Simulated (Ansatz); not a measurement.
The starting structures come from a database of crystals and need not be the phases stable at ambient conditions.

 Where the default PAW files enter, the runs use the earlier of Ansatz's two default sets.

## Evanescent states of CdMoO₄ (I4_1/a, not sure to be the ambient phase, 12 atoms a cell, 12.5 Å³ an atom) along the normal of (001)

The numbers are results of PBEsol (plane waves, PAW; Ansatz, a first-principles code), not measurements.

The gap is the functional's own, uncorrected, and κ follows it; spin-orbit coupling is left out. Mid-gap values are interpolated between the computed energies.

Energies count from the valence-band top; κ is the least over a 6×6 mesh across the current.

```csv
E (eV),κ (1/Å),where
0.06,0.181,off Γ
0.18,0.252,off Γ
0.30,0.294,off Γ
0.42,0.327,off Γ
0.54,0.355,off Γ
0.66,0.374,Γ
0.78,0.389,Γ
0.90,0.402,Γ
1.02,0.412,off Γ
1.14,0.420,off Γ
1.26,0.427,off Γ
1.38,0.421,Γ
1.50,0.406,Γ
1.62,0.388,Γ
1.74,0.368,Γ
1.86,0.343,Γ
1.98,0.313,Γ
2.10,0.274,Γ
2.22,0.219,Γ
2.34,0.107,Γ
```

Problem. How thick must the barrier be to attenuate the transmission by 10^8 when the electrodes' Fermi level lies at 1.98 eV, and what attenuation does that film give at 0.78 eV?

Solution. d = 8 ln 10 / (2 × 0.313) = 29.4 Å. At 0.78 eV it gives 8 × 0.389/0.313 = 9.9 decades.
